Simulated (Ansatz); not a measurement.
**Response to strain in MgO**

The reference is MgO in the rock salt structure (space group Fm-3m, No. 225; a = 4.214 Å). Axes: x, y, z lie along the cube axes.

Strains are applied to the cell and any free atomic positions relax; under biaxial strain the out-of-plane vector relaxes too; under stress the whole cell relaxes.

Calculations: Ansatz (a program for electronic structure), PBEsol, PAW, cutoff 420 eV, without spin-orbit coupling.

Notes on the quantities. pressure: mean of the normal stresses, compression positive; energy relative to the base: free energy F.

```json
[
 {"variant": "base", "pressure": "0.00 GPa", "electron mass": "0.34 mₑ (at Γ)", "shortest interatomic distance": "2.107 Å", "energy relative to the base": "0 meV/atom", "space group": "Fm-3m (No. 225)"},
 {"variant": "biaxial strain −2.34 %, plane normal [110], relaxed out of plane", "pressure": "6.38 GPa", "electron mass": "–", "shortest interatomic distance": "2.058 Å", "energy relative to the base": "+13 meV/atom", "space group": "Immm (No. 71)"},
 {"variant": "biaxial strain +1.98 %, plane normal [110], relaxed out of plane", "pressure": "-4.63 GPa", "electron mass": "–", "shortest interatomic distance": "2.120 Å", "energy relative to the base": "+8.3 meV/atom", "space group": "Immm (No. 71)"},
 {"variant": "biaxial strain −1.03 %, plane normal [111], relaxed out of plane", "pressure": "2.79 GPa", "electron mass": "0.35 mₑ (at Γ)", "shortest interatomic distance": "2.095 Å", "energy relative to the base": "+2.5 meV/atom", "space group": "R-3m (No. 166)"},
 {"variant": "biaxial strain +0.76 %, plane normal [111], relaxed out of plane", "pressure": "-1.91 GPa", "electron mass": "0.34 mₑ (at Γ)", "shortest interatomic distance": "?", "energy relative to the base": "?", "space group": "R-3m (No. 166)"},
 {"variant": "biaxial strain +2.47 %, plane normal [111], relaxed out of plane", "pressure": "-5.79 GPa", "electron mass": "0.33 mₑ (at Γ)", "shortest interatomic distance": "2.136 Å", "energy relative to the base": "+13 meV/atom", "space group": "R-3m (No. 166)"},
 {"variant": "uniaxial strain ε_yy = +0.35 %", "pressure": "-0.54 GPa", "electron mass": "0.34 mₑ (at Γ)", "shortest interatomic distance": "2.107 Å", "energy relative to the base": "+0.1 meV/atom", "space group": "I4/mmm (No. 139)"},
 {"variant": "uniaxial strain ε_yy = +4.07 %", "pressure": "-5.33 GPa", "electron mass": "0.31 mₑ along y, 0.34 mₑ across (at Γ)", "shortest interatomic distance": "2.107 Å", "energy relative to the base": "+12 meV/atom", "space group": "I4/mmm (No. 139)"},
 {"variant": "uniaxial stress, 8 GPa compression along z", "pressure": "–", "electron mass": "0.36 mₑ along z, 0.34 mₑ across (at Γ)", "shortest interatomic distance": "2.050 Å", "energy relative to the base": "+6.1 meV/atom", "space group": "I4/mmm (No. 139)"},
 {"variant": "tensor shear ε_yz = −0.30 %", "pressure": "0.00 GPa", "electron mass": "0.34 mₑ (at Γ)", "shortest interatomic distance": "2.107 Å", "energy relative to the base": "+0.2 meV/atom", "space group": "Immm (No. 71)"}
]
```

Question: What belongs in the blanks?

Answer: 
- biaxial strain +0.76 %, plane normal [111], relaxed out of plane, shortest interatomic distance: 2.116 Å
- biaxial strain +0.76 %, plane normal [111], relaxed out of plane, energy relative to the base: +1.3 meV/atom

A biaxial case was relaxed in a doubled cell and then solved in the primitive one. The levels and masses belong to the bands next to the band gap. Effective masses come from finite differences of ±0.01 Å⁻¹. Beyond what the load breaks, stability against distortions was not tested.
